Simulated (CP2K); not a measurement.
Band structure of ScGaCu (P-1, 6 atoms in the cell).

```
CELL_PARAMETERS angstrom
      4.15012     0.00000     0.00000
      2.07450     4.85626     0.00000
      2.06856    -0.56071     4.90049
ATOMIC_POSITIONS crystal
  Sc 0.75589 0.77905 0.70765
  Sc 0.24411 0.22095 0.29235
  Ga 0.04825 0.78341 0.11932
  Ga 0.95175 0.21659 0.88068
  Cu 0.54290 0.62128 0.29271
  Cu 0.45710 0.37872 0.70729
```

Level of theory: CP2K with PBEsol, GPW, DZVP-MOLOPT-SR-GTH basis, GTH-PBE potentials (GTH_POTENTIALS).

Settings: CUTOFF = 600 Ry; REL_CUTOFF = 40 Ry; SMEAR/METHOD = FERMI_DIRAC; ELECTRONIC_TEMPERATURE = 1578.21 K; KPOINTS/SCHEME = MONKHORST-PACK 5 3 3; XC_FUNCTIONAL = PBE:PBESOL; Sc/BASIS_SET = DZVP-MOLOPT-SR-GTH-q11; Sc/POTENTIAL = GTH-PBE-q11; Ga/BASIS_SET = DZVP-MOLOPT-SR-GTH-q13; Ga/POTENTIAL = GTH-PBE-q13; Cu/BASIS_SET = DZVP-MOLOPT-SR-GTH-q11; Cu/POTENTIAL = GTH-PBE-q11; METHOD = GPW; EPS_DEFAULT = 1e-10.

The starting cell comes from a database of computed structures (which also holds hypothetical and non-ambient phases and stackings), without a prior relaxation at this level. Spin polarisation is off. Values carry the incompleteness of an atom-centred basis. The potentials were made for another functional than the one used.

Levels in eV from the Fermi level, bands 33 to 38:
| point | 33 | 34 | 35 | 36 | 37 | 38 |
|---|---|---|---|---|---|---|
| X | -0.69 | -0.56 | 0.08 | 0.49 | 0.86 | 1.33 |
| Γ | -1.04 | -0.98 | -0.57 | -0.18 | 0.39 | 1.69 |

Bands cross the Fermi level along this path, so the cell is metallic at this level.

Higher empty bands are left out: an atom-centred basis made for the valence describes them poorly.
